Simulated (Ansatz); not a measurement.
Functionals compared on the (331) surface of bcc V in its 1x1 cell, outermost plane spacing 0.34 Å in the ideal cut, in Ansatz (plane waves, PAW). The structure was relaxed with PBE; the other rows are single points on it, each with its references at the same level. Cutoff 420 eV (500 eV for r2SCAN).

Set-up: 31 atoms, 10.3 Å thick at the start (thin: gaps and levels are the slab's own); mesh 9x4x1; 0.1 eV smearing; dipole correction on; all atoms relaxed; held to the part of the start's symmetry that mesh and held atoms allow; no spin, no spin-orbit, no U. These notes are the PBE run's.

```
functional  surface energy (J/m²)  work function of the top face (eV)  rough cost of the single point
----------  ---------------------  ----------------------------------  ------------------------------
PBE                          2.63                                4.24                               –
LDA                           [?]                                 [?]          roughly 7 core-minutes
PBEsol                       2.88                                4.32          roughly 7 core-minutes
RPBE                         2.46                                4.11          roughly 9 core-minutes
r2SCAN                       2.84                                4.29         roughly 13 core-minutes
```

Q: Complete the blanks.

A: 
- LDA, surface energy (J/m²): 2.95
- LDA, work function of the top face (eV): 4.48

Ansatz is a first-principles code.
